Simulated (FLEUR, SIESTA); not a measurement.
A FLEUR input for a self-consistent single point of TiOs (Pm-3m, 2 atoms in the cell) (DFT, PBEsol, all-electron FLAPW (FLEUR), scalar-relativistic valence):

Input of the input generator:

```
scf TiOs
&input film=f /
5.8291058958 0.0000000000 0.0000000000
0.0000000000 5.8291058958 0.0000000000
0.0000000000 0.0000000000 5.8291058958
1.0
1.0 1.0 1.0

2
22 0.5000000000 0.5000000000 0.5000000000
76 0.0000000000 0.0000000000 0.0000000000

&comp jspins=1 /
&exco xctyp='PBEs' /
&kpt div1=14 div2=14 div3=14 gamma=t /
&end /
```

```xml
<?xml version="1.0" encoding="UTF-8" standalone="no"?>
<fleurInput fleurInputVersion="0.39">
   <comment>
      scf TiOs                                                                                            
   </comment>
   <calculationSetup>
      <cutoffs Kmax="4.4" Gmax="13.2" GmaxXC="13.2" numbands="0"/>
      <scfLoop itmax="60" minDistance="0.00001" maxIterBroyd="15" imix="Anderson" alpha="0.05" precondParam="0.0" spinf="2.0"/>
      <coreElectrons ctail="T" frcor="F" kcrel="0" coretail_lmax="0"/>
      <xcFunctional name="PBEs" relativisticCorrections="F"/>
      <magnetism jspins="1"/>
      <soc l_soc="F" theta="0.0" phi="0.0" spav="F"/>
      <expertModes spex="0" secvar="F"/>
      <geometryOptimization l_f="T" forcealpha="1.0" forcemix="BFGS" epsdisp="0.00001" epsforce="0.00001"/>
      <ldaU l_linMix="F" mixParam="0.05" spinf="1.0"/>
   </calculationSetup>
   <cell>
      <bzIntegration valenceElectrons="26.0" mode="gauss" fermiSmearingEnergy="0.00367493">
         <kPointListSelection listName="default-1"/>
         <!-- k-points included here -->
         <xi:include xmlns:xi="http://www.w3.org/2001/XInclude" href="kpts.xml"> </xi:include>
      </bzIntegration>
      <!-- symmetry operations included here -->
      <xi:include xmlns:xi="http://www.w3.org/2001/XInclude" href="sym.xml"> </xi:include>
      <bulkLattice scale="1.0">
         <bravaisMatrix>
            <row-1>    5.8291058957999997     0.0000000000000000     0.0000000000000000</row-1>
            <row-2>    0.0000000000000000     5.8291058957999997     0.0000000000000000</row-2>
            <row-3>    0.0000000000000000     0.0000000000000000     5.8291058957999997</row-3>
         </bravaisMatrix>
      </bulkLattice>
   </cell>
   <atomSpecies>
      <species name="Titanium (Ti)" element="Ti" atomicNumber="22">
         <mtSphere radius="2.31" gridPoints="813" logIncrement="0.015"/>
         <atomicCutoffs lmax="10" lnonsphr="8"/>
         <electronConfig flipSpins="F">
            <coreConfig>(1s1/2) (2s1/2) (2p1/2) (2p3/2)</coreConfig>
            <valenceConfig>(3s1/2) (3p1/2) (3p3/2) (4s1/2) (3d3/2) (3d5/2)</valenceConfig>
            <stateOccupation state="(3d3/2)" spinUp="0.4" spinDown="0.4"/>
            <stateOccupation state="(3d5/2)" spinUp="0.6" spinDown="0.6"/>
         </electronConfig>
         <energyParameters s="4" p="4" d="3" f="4"/>
         <lo type="SCLO" l="0" n="3" eDeriv="0"/>
         <lo type="SCLO" l="1" n="3" eDeriv="0"/>
      </species>
      <species name="Osmium (Os)" element="Os" atomicNumber="76">
         <mtSphere radius="2.31" gridPoints="813" logIncrement="0.016"/>
         <atomicCutoffs lmax="10" lnonsphr="8"/>
         <electronConfig flipSpins="F">
            <coreConfig>(1s1/2) (2s1/2) (2p1/2) (2p3/2) (3s1/2) (3p1/2) (3p3/2) (4s1/2) (3d3/2) (3d5/2) (4p1/2) (4p3/2) (5s1/2) (4d3/2) (4d5/2) (4f5/2) (4f7/2)</coreConfig>
            <valenceConfig>(5p1/2) (5p3/2) (6s1/2) (5d3/2) (5d5/2)</valenceConfig>
            <stateOccupation state="(5d3/2)" spinUp="1.2" spinDown="1.2"/>
            <stateOccupation state="(5d5/2)" spinUp="1.8" spinDown="1.8"/>
         </electronConfig>
         <energyParameters s="6" p="6" d="5" f="5"/>
         <lo type="SCLO" l="1" n="5" eDeriv="0"/>
      </species>
   </atomSpecies>
   <atomGroups>
      <atomGroup species="Titanium (Ti)">
         <relPos label="                   1">1.000/2.000 1.000/2.000 1.000/2.000</relPos>
         <force calculate="T" relaxXYZ="TTT"/>
      </atomGroup>
      <atomGroup species="Osmium (Os)">
         <relPos label="                   2">.0000000000 .0000000000 .0000000000</relPos>
         <force calculate="T" relaxXYZ="TTT"/>
      </atomGroup>
   </atomGroups>
   <output dos="F" band="F" slice="F">
      <checks vchk="F" cdinf="F"/>
      <bandDOS minEnergy="-.5*Htr" maxEnergy="0.5*Htr" sigma="0.015" storeEVData="T"/>
      <vacuumDOS vacdos="F" integ="F" star="F" nstars="0" locx1="0.0" locy1="0.0" locx2="0.0" locy2="0.0" nstm="0" tworkf="0.0"/>
      <unfoldingBand unfoldBand="F" supercellX="1" supercellY="1" supercellZ="1"/>
      <plotting iplot="0" polar="F">
         <plot TwoD="T" vec1="  1.0  0.0  0.0" vec2="  0.0  1.0  0.0" vec3="  0.0  0.0  1.0" zero="  0.0  0.0  0.0" file="plot"/>
      </plotting>
      <chargeDensitySlicing numkpt="0" minEigenval="0.0" maxEigenval="0.0" nnne="0" pallst="F"/>
      <specialOutput eonly="F"/>
      <magneticCircularDichroism mcd="F" energyLo="-10.0" energyUp="0.0"/>
   </output>
  <!-- We include the file relax.xml here to enable relaxations (see documentation) -->
  <xi:include xmlns:xi="http://www.w3.org/2001/XInclude" href="relax.xml"> <xi:fallback/> </xi:include>
</fleurInput>
```

**Question.** Write the same calculation as an input for SIESTA.

**Answer.** This is the input that was run; spellings and numerical settings could be chosen otherwise.

```
# files in the folder: Ti.psml Os.psml (PseudoDojo PBEsol standard)
SystemName  TiOs
SystemLabel siesta

NumberOfAtoms                2
NumberOfSpecies              2
%block ChemicalSpeciesLabel
  1 22 Ti
  2 76 Os
%endblock ChemicalSpeciesLabel
LatticeConstant              1.0 Ang
%block LatticeVectors
     3.084630000    0.000000000    0.000000000
     0.000000000    3.084630000    0.000000000
     0.000000000    0.000000000    3.084630000
%endblock LatticeVectors
AtomicCoordinatesFormat      ScaledCartesian
%block AtomicCoordinatesAndAtomicSpecies
     1.542315000    1.542315000    1.542315000  1
     0.000000000    0.000000000    0.000000000  2
%endblock AtomicCoordinatesAndAtomicSpecies

XC.functional                GGA
XC.authors                   PBEsol
PAO.BasisSize                DZP
PAO.EnergyShift              0.01 Ry
MeshCutoff                   300 Ry
%block kgrid.MonkhorstPack
   14   0   0  0.0
    0  14   0  0.0
    0   0  14  0.0
%endblock kgrid.MonkhorstPack
OccupationFunction           MP
OccupationMPOrder            0
ElectronicTemperature        100.0 meV

MaxSCFIterations             150
SCF.Mixer.Method             Pulay
SCF.Mixer.Weight             0.2
SCF.Mixer.History            8
SCF.DM.Tolerance             1.0E-05
Diag.ParallelOverK           true
WriteForces                  true
Charge.Mulliken              end
```

Basis settings and potentials, where a program has them, do not carry over. This input uses DFT, GGA PBEsol, numerical atomic orbitals DZP, PseudoDojo PBEsol standard norm-conserving potentials (rewritten from UPF to PSML).

The starting cell comes from a database of computed structures (which also holds hypothetical and non-ambient phases and stackings), without a prior relaxation at this level.
